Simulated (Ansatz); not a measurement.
## A short convergence ladder for SnO (Pm, 4 atoms in the cell)

```yaml
crystal:
  lattice:
    - [3.37177, 0.00000, 0.00000]
    - [0.00000, 5.70247, 0.00000]
    - [0.00000, 0.00000, 4.24308]
  atoms:
    - { symbol: Sn, position: [0.00000, 0.23191, 0.52492] }
    - { symbol: Sn, position: [0.50000, 0.76809, 0.01314] }
    - { symbol: O, position: [0.00000, 0.89125, 0.73686] }
    - { symbol: O, position: [0.50000, 0.10875, 0.23686] }
```

Base method: PBEsol, default PAW files made with PBE (plane waves; Ansatz, a quantum-chemistry and plane-wave program).

Base settings: basis.ecutwfc = 420 eV; kpoints.mp_grid.grid = 7 5 6; hamiltonian.xc = pbesol; hamiltonian.pseudopotentials = {kind: paw} (the program's default PAW files); scf.occupations.method = fixed.

**The width of Fermi-Dirac smearing**

In this ladder: scf.occupations.method = fermi_dirac.

The mesh stays at the base's, so the ladder's end is converged at best in this setting alone.

Only quantities that move along the ladder and can be compared are tabulated.

```tsv
scf.occupations.width	free energy less the last step's (meV/atom)	pressure (GPa)	largest difference of a force vector from the last step's (eV/Å)
1 eV	-343.60	-1.28	0.742
0.5 eV	-33.21	-4.20	0.121
0.2 eV	-0.36	-4.43	0.003
0.1 eV	0.00	-4.43	0.000
0.02 eV	0.00	-4.43	0.000
```

Widest scf.occupations.width that holds the pressure within 1 GPa of the last step, with all finer ones: 0.5 eV; the step before is off by 3.1 GPa.

Widest scf.occupations.width that holds the forces within 0.01 eV/Å of the last step, with all finer ones: 0.2 eV; the step before is off by 0.12 eV/Å.

Widest scf.occupations.width that holds the free energy within 1 meV/atom of the last step, with all finer ones: 0.2 eV; the step before is off by 33 meV/atom.

On the base run: the starting cell comes from a database of computed structures (which also holds hypothetical and non-ambient phases and stackings), without a prior relaxation at this level. Its lattice was rescaled by up to half a per cent. One atom was moved a little off its site on purpose. In the base run, with a pressure of about -4 GPa the cell is away from its equilibrium volume at this level. Ansatz's pressure includes its estimate of the finite-basis (Pulay) stress.

Keys are those of Ansatz 0.2.
